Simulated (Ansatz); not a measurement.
BP under load (space group F-43m), r2SCAN with spin-orbit coupling, rigid bands run with Ansatz (a first-principles code). Condition of this run: hydrostatic pressure of 8 GPa (compression positive) (the target of the relaxation). Band gap 1.32 eV, N_c = 4.34e19 cm⁻³ and N_v = 2.40e19 cm⁻³ at 300 K, conductivity masses of 0.328 mₑ (electrons) and 0.404 mₑ (holes). Take k_BT = 0.02585 eV.

What thermal injection velocity √(2k_BT/πm) limits a ballistic channel?

9.39e6 cm/s for electrons and 8.46e6 cm/s for holes, a ratio of √(m_h/m_e) = 1.11, for dilute carriers.

Find the intrinsic carrier density and the intrinsic Fermi level.

n_i = √(N_c N_v) exp(−E_g/2k_BT) = 3.23e19 × exp(−25.53) = 2.6e8 cm⁻³. The level lies (k_BT/2) ln(N_v/N_c) = -8 meV from mid-gap (positive towards the conduction band). Each 0.1 eV added to the gap lowers n_i by a factor of 6.9.

What built-in voltage has an abrupt junction with N_A = 1e16 and N_D = 1e18 cm⁻³, all dopants ionised?

V_bi = E_g/e − (k_BT/e) ln(N_c N_v/(N_A N_D)) = 1.32 − 0.02585 × 11.55 = 1.02 V, for the computed gap.

Rigid bands with the computed gap; masses take one relaxation time for all states. Geometry: cell and atoms relaxed with PBEsol.
